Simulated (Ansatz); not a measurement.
Ansatz (a first-principles code), DFT, PBE, plane waves, its soft PAW files of 3 December: unreconstructed Ge(100) slab of 4 layers, 1x1, atoms displaced, unrelaxed, 4 atoms. Basis and mesh were picked for this test and aren't claimed converged.

| Quantity | Value |
|---|---|
| cell | 4.00, 4.00, 14.24 Å; 90, 90, 90° |
| distance to the nearest atom | 2.40 to 2.41 Å |
| task | single point |
| k mesh | 6×6×1 |
| hamiltonian.xc | pbe |
| kind of files | paw |
| scf.occupations.method | fermi_dirac |
| scf.occupations.width | 0.2 eV |
| output.forces | true |
| binding of workers (--pin) | off |
| k-point pools (--kpoint-pools) | 1 |
| memory maximum (--max-ram) | 8GiB |
| accuracy | medium (default) |
| basis.precision | auto (default) |
| basis.xc_grid | 2 (default) |
| scf.eigensolver.kind | auto (default) |
| scf.convergence.dr2_threshold | 1e-07 (default) |
| scf.lower_state_search | light (default) |
| k-points after symmetry | 20 |
| bands at the start | 35 |
| electrons | 56 |
| plane waves at Γ | 4439 |
| cutoff (eV) | 420 |
| FFT grid | 27×27×96 |
| symmetry operations | 1 |

Settings of this run: scf.mixing.algorithm = anderson, scf.mixing.preconditioner = auto, scf.mixing.ndim = 1, scf.algorithm = auto; 4 threads.

```tsv
iteration	dr2 (eV)	Hψ
1	1.55e0	3705
2	1.91e-2	1126
3	3.20e-3	1489
4	3.44e-3	1276
5	4.35e-3	1294
6	6.42e-3	1294
7	9.45e-3	1446
8	1.41e-2	1965
9	2.12e-2	1924
10	3.14e-2	2214
11	4.74e-2	2166
12	6.99e-2	2221
13	1.06e-1	2265
14	1.55e-1	2374
…	…	…
20	1.70e0	2899
21	2.77e0	3159
22	3.76e0	3300
23	6.46e0	3496
24	8.47e0	3689
25	1.58e1	4069
26	2.01e1	3620
27	4.45e1	4177
…	…	…
31	3.09e2	8184
32	4.78e2	8528
33	1.25e1	15322
34	1.95e-1	8874
35	2.65e-3	6186
36	3.48e-6	4497
37	3.27e-8	4854
38	3.26e-8	4987
```

It converged after 38 SCF iterations.

Task: Which change of one setting makes this cycle converge in far fewer steps?

Result: Several could match; the one computed here: scf.mixing.ndim = not set (8 SCF iterations) or scf.mixing.ndim = 4 (8 SCF iterations) or scf.mixing.ndim = 16 (8 SCF iterations), all else kept. With more settings changed, the fewest of all runs of this system: scf.mixing.algorithm = auto (default), scf.mixing.ndim = not set, scf.algorithm = direct_min (6). In that run the program took: scf.mixing.preconditioner LDOS, scf.eigensolver.kind band_cg, --slots 4. The first change moves the result by: energy under 0.001 meV/atom, forces (largest component) 0.051 meV/Å. Counts are of single runs.

Keys are those of Ansatz 0.2.
